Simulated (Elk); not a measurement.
Troubleshooting Elk: a failed run on Cu (Fm-3m, 1 atom in the cell). The aim is a self-consistent single point with DFT, PBE, all-electron FP-LAPW, Elk's shipped species files, APW+lo basis with extra local orbitals.

Cell that was meant: a = 2.5853 Å, b = 2.5853 Å, c = 2.5853 Å, α = 60.00°, β = 60.00°, γ = 60.00°.

Part of the input:

```

gmaxvr
  14.0

lmaxapw
  5

lmaxo
  8

nxlo
  2
```

The program printed (abridged):

```
│ Elk code version 10.2.4 started │

│ Current task : 0 │

Error(init0): lmaxo > lmaxapw :        8       5
```

Q: From the messages shown, name the fault and mend the input.

A: The fault is angular cutoffs in an order that the program does not allow or that is too low; here the program stops on it instead of giving results. To fix it, restore the usual pair of cutoffs. The program stopped before any SCF iteration.

The sound input it was made from differs as follows (other fixes are possible):
```diff
-
-lmaxapw
-  5
-
-lmaxo
-  8
```

With that input, the run converged in 15 iterations: total energy -45037.4735 eV; Fermi level (on the code's own zero) 6.64 eV (DFT, PBE, all-electron FP-LAPW, Elk's shipped species files, APW+lo basis with extra local orbitals).

On the sound input: the starting cell comes from a database of computed structures (which also holds hypothetical and non-ambient phases and stackings), without a prior relaxation at this level. Its lattice was rescaled by a random factor within 2.5 % of one. Spin polarisation is off. Values depend on the basis (sphere radii, cutoffs, local orbitals), which need not be converged.
